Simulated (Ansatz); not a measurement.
System: OsN3 (model structure, started from the ReO3 type, Pm-3m, No. 221, 4 atoms in the cell). Method: r²SCAN (Ansatz, a quantum-chemistry and plane-wave program, plane waves, PAW).

Output (set-up and result lines):

```
Crystal: 4 atoms, lattice volume = 54.315 Å³
Basis set: ecut = 560 eV, 1647 PW (Γ), exchange–correlation on 90×90×90 points (27 copies of the dense FFT grid, shifted against one another)
Bands: 21, of which v1, the nominal top of the filled ones, is band 16 counted from 1 (15 counted from 0)
Symmetry: 48 space group operations
Space group: Pm-3m (ITA 221), of the structure as read, at distance tolerance 3.8e-5 Å
k-points: 120 of 2744
Initial density: superposition of atomic densities (chi_scale 0.1, normalization cell, long waves kept (reshape's long-wave potential 0.00 eV rms))
Functional: x = r2scan, c = r2scan; τ floored in thin density (d = 2e-4 eV/Å³)
spin=Collinear: Kerker preconditioning applied to the charge; magnetization (m = ρ↑ − ρ↓) channel mixes plain (no charge-response kernel on spin).
SCF 1 converged in 33 iterations: F = -12546.502494 eV  dr2 = 4.34e-12
SCF converged after 33 iterations
Magnetization: 1.7750 μB (16.3875 up, 14.6125 down)
Free energy (F): -12546.502494 eV
Internal energy: -12546.489049 eV  (E = F + TS)
E sigma→0 (E₀):  -12546.495772 eV
Fermi energy:    7.863923 eV
--- Forces (eV/Å), atoms counted from 1 ---
  atom   1  Os    -0.00000000     0.00000000     0.00000000
  atom   2  N      0.00000000     0.00000000     0.00000000
  atom   3  N      0.00000000    -0.00000000    -0.00000000
  atom   4  N      0.00000000    -0.00000000     0.00000000
--- Stress (GPa, compression-positive) ---
        4.180712       0.000000       0.000000
        0.000000       4.180712       0.000000
        0.000000       0.000000       4.180712
  P = ⅓ Tr σ = 4.1807 GPa (41.807 kbar)
```

**Question.** Write an input file that could have produced this run (the log leaves some choices open).

**Answer.** This is not unique; one that fits is 
Ansatz 0.2 input:
```yaml
crystal:
  lattice:
    - [3.7870918709, 0.0, 0.0]
    - [0.0, 3.7870918709, 0.0]
    - [0.0, 0.0, 3.7870918709]
  atoms:
    - { symbol: Os, position: [0.0, 0.0, 0.0], spin: 2.0 }
    - { symbol: N, position: [0.0, 0.5, 0.0], spin: 0.0 }
    - { symbol: N, position: [0.5, 0.0, 0.0], spin: 0.0 }
    - { symbol: N, position: [0.0, 0.0, 0.5], spin: 0.0 }
basis:
  ecutwfc: 560
  ecutrho_ratio: 4
  xc_grid: 3
kpoints:
  mp_grid: { grid: [14, 14, 14] }
hamiltonian:
  xc: r2scan
  dispersion: none
  pseudopotentials: { kind: paw }
scf:
  occupations: { method: fermi_dirac, width: 0.05 }
  convergence: { dr2_threshold: 0.0000000004 }
output:
  forces: true
  stress: true
  eigenvalues: true
magnetization:
  spin_polarized: true
```

The PAW data were made under PBE.

The run is spin-polarised with parallel starting moments, which need not be the measured order.

Note: the magnetic order was assumed, not searched for or taken from measurement. Note: the moments ended far under their starting size, a low-moment state that need not be the lowest. Note: the relaxation could raise the start's symmetry but not lower it, so the cell can be a saddle point. Note: cell and atoms aren't relaxed at this level (pressure 4.2 GPa).

It cost roughly 90 core-seconds of CPU time.

A model structure was made by putting elements into a prototype or built by hand; it is no filed structure, need not be a known phase, and can be a saddle point held by its symmetry.
